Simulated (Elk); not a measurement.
# Worked example: self-consistent single point of CdAg (R-3m, 2 atoms in the cell) in Elk

Method: LDA (PW92), all-electron FP-LAPW, Elk's shipped species files, APW+lo basis with extra local orbitals (Elk).

This input was run:

```
tasks
  0

xctype
  3

rgkmax
  8.0

gmaxvr
  14.0

nxlo
  2

lorbcnd
  .true.

rmtscf
  0.99

lmaxi
  3

stype
  3

swidth
  0.00183747

scale
  1.889726125

avec
    1.4750522864    0.8516218346    4.6705020000
   -1.4750522864    0.8516218346    4.6705020000
    0.0000000000   -1.7032436693    4.6705020000

sppath
  'species/'

atoms
  2   : nspecies
  'Cd.in'   : spfname
  1   : natoms; atposl, bfcmt below
  0.5000000000  0.5000000000  0.5000000000    0.0 0.0 0.0
  'Ag.in'   : spfname
  1   : natoms; atposl, bfcmt below
  0.0000000000  0.0000000000  0.0000000000    0.0 0.0 0.0

ngridk
  10 10 10
```

The program printed (abridged):

```
│ Elk code version 10.2.4 │

All units are atomic (Hartree, Bohr, etc.)

│ Ground-state run starting from atomic densities │

Lattice vectors :
   2.787444841       1.609332029       8.825969646
  -2.787444841       1.609332029       8.825969646
   0.000000000      -3.218664059       8.825969646

Unit cell volume      :    237.5557883
Brillouin zone volume :    1.044176676

Muffin-tin inner radius fraction :   0.1000000000E-01

Nuclei treated as point charges

Species :    1 (Cd)
 parameters loaded from : Cd.in
 name : cadmium
 nuclear charge    :   -48.00000000
 electronic charge :    48.00000000
 atomic mass :    204912.7175
 muffin-tin radius :    2.574000000
 number of radial points in muffin-tin :    597
 atomic positions (lattice), magnetic fields (Cartesian) :
   1 :   0.00000000  0.00000000  0.00000000    0.00000000  0.00000000  0.00000000

Species :    2 (Ag)
 parameters loaded from : Ag.in
 name : silver
 nuclear charge    :   -47.00000000
 electronic charge :    47.00000000
 atomic mass :    196631.6997
 muffin-tin radius :    2.574000000
 number of radial points in muffin-tin :    597
 atomic positions (lattice), magnetic fields (Cartesian) :
   1 :   0.50000000  0.50000000  0.50000000    0.00000000  0.00000000  0.00000000

Total number of atoms per unit cell :    2

Spin treatment :
 spin-unpolarised

Number of Bravais lattice symmetries :   12
Number of crystal symmetries         :   12
Crystal has inversion symmetry
Real symmetric eigensolver will be used

k-point grid :     10    10    10
k-point offset :    0.000000000       0.000000000       0.000000000
k-point set is reduced with full crystal symmetry group
Total number of k-points :      116

Muffin-tin radius times maximum |G+k| :    8.000000000
 using average radius
Maximum |G+k| for APW functions       :    3.108003108
Maximum (1/2)|G+k|²                   :    4.829841660
Maximum |G| for potential and density :    14.00000000
 potential will be trimmed for |G| > 2 gkmax
Constant for pseudocharge density :    9
Radial integration step length :    4

G-vector grid sizes :     42    42    42
Number of G-vectors :    11037

Maximum angular momentum used for
 APW functions                      :    8
 outer part of muffin-tin           :    6
 inner part of muffin-tin           :    3

Total nuclear charge    :   -95.00000000
Total core charge       :    58.00000000
Total valence charge    :    37.00000000
Total excess charge     :    0.000000000
Total electronic charge :    95.00000000

Effective Wigner radius, rₛ :   0.8420110691

Number of empty states         :    8
Total number of valence states :   27
Total number of core states    :   58

Conduction state local-orbitals added automatically
Total number of local-orbitals :  165

Exchange-correlation functional :      3     0     0
 Perdew-Wang/Ceperley-Alder, Phys. Rev. B 45, 13244 (1992)
 gradient requirement :    0
 local density approximation (LDA)

Smearing type :    3
 Fermi-Dirac
Smearing width :   0.1837470000E-02
Effective electronic temperature (K) :    580.2271348

Mixing type :    3
 Broyden mixing, J. Phys. A: Math. Gen. 17, L317 (1984)

Kohn-Sham potential initialised from atomic data
│ Self-consistent loop started │
│ Loop number : 1 │
 total energy                :     -10901.8489058
│ Loop number : 2 │
 total energy                :     -10902.1506225
RMS change in Kohn-Sham potential (target) :   0.8377595812E-01 (  0.1000000000E-05)
Absolute change in total energy (target)   :   0.3017166834     (  0.1000000000E-03)
│ Loop number : 3 │
 total energy                :     -10902.9001712
RMS change in Kohn-Sham potential (target) :   0.7440854703E-01 (  0.1000000000E-05)
Absolute change in total energy (target)   :   0.8249779273     (  0.1000000000E-03)
│ Loop number : 4 │
 total energy                :     -10902.9683088
RMS change in Kohn-Sham potential (target) :   0.7172171337E-01 (  0.1000000000E-05)
Absolute change in total energy (target)   :   0.2743820240     (  0.1000000000E-03)
│ Loop number : 5 │
 total energy                :     -10991.6416659
RMS change in Kohn-Sham potential (target) :   0.7340836624     (  0.1000000000E-05)
Absolute change in total energy (target)   :    88.74195268     (  0.1000000000E-03)
   [... lines left out ...]
Absolute change in total energy (target)   :   0.7332715310E-02 (  0.1000000000E-03)
│ Loop number : 22 │
 total energy                :     -10903.4515535
RMS change in Kohn-Sham potential (target) :   0.3119435690E-05 (  0.1000000000E-05)
Absolute change in total energy (target)   :   0.1767122547E-02 (  0.1000000000E-03)
│ Loop number : 23 │
 total energy                :     -10903.4515489
RMS change in Kohn-Sham potential (target) :   0.1098130718E-05 (  0.1000000000E-05)
Absolute change in total energy (target)   :   0.4371348696E-03 (  0.1000000000E-03)
│ Loop number : 24 │
 total energy                :     -10903.4515746
RMS change in Kohn-Sham potential (target) :   0.1400029150E-06 (  0.1000000000E-05)
Absolute change in total energy (target)   :   0.1349754584E-03 (  0.1000000000E-03)
│ Loop number : 25 │
 total energy                :     -10903.4515752
RMS change in Kohn-Sham potential (target) :   0.4599304449E-07 (  0.1000000000E-05)
Absolute change in total energy (target)   :   0.3435496546E-04 (  0.1000000000E-03)
Convergence targets achieved

│ Loop number : 26 │

Energies :
 Fermi                       :     0.274744838286
 sum of eigenvalues          :     -6534.01132921
 electron kinetic            :      11416.9014880
 core electron kinetic       :      11032.0147332
 Coulomb                     :     -22026.0963798
 Coulomb potential           :     -17560.7439720
 nuclear-nuclear             :     -1039.41754842
 electron-nuclear            :     -24412.6136906
 Hartree                     :      3425.93485928
 Madelung                    :     -13245.7243937
 xc potential                :     -390.168845166
 exchange                    :     -285.199464868
 correlation                 :     -9.05698528858
 electron entropic           :    -0.234474449525E-03
 total energy                :     -10903.4515764

Density of states at Fermi energy :    22.23590951
 (states/Hartree/unit cell)

Estimated indirect band gap :   0.6243602399E-03
 from k-point     66 to k-point     44
Estimated direct band gap   :   0.1939834856E-01
 at k-point     20

Charges :
 core                        :    58.00000000
 valence                     :    37.00000000
 interstitial                :    2.319684839
 muffin-tins (core leakage)
  species :    1 (Cd)
   atom    1                 :    46.72434071     (  0.2869418125E-03)
  species :    2 (Ag)
   atom    1                 :    45.95597445     (  0.1646423442E-08)
 total in muffin-tins        :    92.68031516
 total calculated charge     :    94.99881124
 total charge                :    95.00000000
 error                       :   0.1188756065E-02

│ Self-consistent loop stopped │
```

The run converged in 26 iterations. The count includes the last loop, which Elk runs after its targets are met.

The starting cell comes from a database of computed structures (which also holds hypothetical and non-ambient phases and stackings), without a prior relaxation at this level. Its lattice was rescaled by a random factor within 2.5 % of one. Values depend on the basis (sphere radii, cutoffs, local orbitals), which need not be converged. The log's line on a gap gives a spacing of levels on this mesh, which the program prints for metals too.
